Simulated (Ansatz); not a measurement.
BiVO4 (I4₁/a, No. 88, 12 atoms in the cell; start COD 9012062; high-temperature phase) was calculated with B3LYP (VWN-RPA form) (plane waves, PAW; Ansatz, a program for electronic structure).

Run with plane-wave cutoff 460 eV, 6×6×6 k mesh, Fermi–Dirac smearing 0.01 eV, no spin polarisation, scalar-relativistic PAW data made under PBE.

Cell (measured lattice):

```yaml
crystal:
  lattice:
    - [-2.57350, 2.57350, 5.86080]
    - [2.57350, -2.57350, 5.86080]
    - [2.57350, 2.57350, -5.86080]
  atoms:
    - { symbol: Bi, position: [0.00000, 0.00000, 0.00000] }
    - { symbol: Bi, position: [0.75000, 0.25000, 0.50000] }
    - { symbol: V, position: [0.50000, 0.50000, 0.00000] }
    - { symbol: V, position: [0.25000, 0.75000, 0.50000] }
    - { symbol: O, position: [0.30910, 0.42310, 0.38900] }
    - { symbol: O, position: [0.67010, 0.55910, 0.38600] }
    - { symbol: O, position: [0.03410, 0.92010, 0.61100] }
    - { symbol: O, position: [0.17310, 0.28410, 0.61400] }
    - { symbol: O, position: [0.44090, 0.82690, 0.11100] }
    - { symbol: O, position: [0.07990, 0.69090, 0.11400] }
    - { symbol: O, position: [0.71590, 0.32990, 0.88900] }
    - { symbol: O, position: [0.57690, 0.96590, 0.88600] }
```

What does this level give for the band gap, smallest direct gap on the k points sampled and direct gap at Γ?


* **band gap**: 3.73 eV
* **smallest direct gap on the k points sampled**: 3.82 eV
* **direct gap at Γ**: 4.58 eV

Note: held by symmetry at 0 K, a high-temperature phase can be a saddle point; cell and atoms aren't relaxed at this level (largest force component 0.21 eV/Å, pressure 0.4 GPa).

Spin–orbit coupling is not included; with these elements it can move the gap by several tenths of an eV or more.

The computed numbers hold no vibrational or temperature effects.

The result took about 29 core-minutes (a rough figure).
